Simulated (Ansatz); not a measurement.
**Effect of isotropic strain +1.65 % on GaMo4S8**

Consider GaMo4S8 (space group F-43m, No. 216; a = 9.6651 Å).

Now apply this change: the cell is scaled by 1.0165 in all directions; the atoms relax in the strained cell.

Method: Ansatz (a first-principles code) PBEsol, no spin-orbit coupling. Settings: 7×7×7 k-points, 0.05 eV Fermi–Dirac smearing.

```tsv
quantity	base	changed	shift
volume per atom	17.36 Å³	18.24 Å³	+0.874 Å³
space group	F-43m (No. 216)	F-43m (No. 216)	–
energy relative to the base (free energy F)	0 meV/atom	+13 meV/atom	+13 meV/atom
pressure	0.0 GPa	-4.5 GPa	-4.5 GPa
band gap	zero	zero	–
largest internal atomic displacement	–	0.039 Å	–
```

Final structure:

```
CELL_PARAMETERS angstrom
      0.00000     4.91228     4.91228
      4.91228     0.00000     4.91228
      4.91228     4.91228     0.00000
ATOMIC_POSITIONS crystal
  Ga 0.50000 0.50000 0.50000
  Mo 0.30615 0.89795 0.89795
  Mo 0.89795 0.89795 0.89795
  Mo 0.89795 0.89795 0.30615
  Mo 0.89795 0.30615 0.89795
  S  0.63648 0.09057 0.63648
  S  0.09057 0.63648 0.63648
  S  0.63648 0.63648 0.63648
  S  0.63648 0.63648 0.09057
  S  0.13244 0.60267 0.13244
  S  0.60267 0.13244 0.13244
  S  0.13244 0.13244 0.13244
  S  0.13244 0.13244 0.60267
```

Whether these cells are dynamically stable was not tested. The final runs are not spin-polarised. An odd electron count without spin: GaMo4S8.
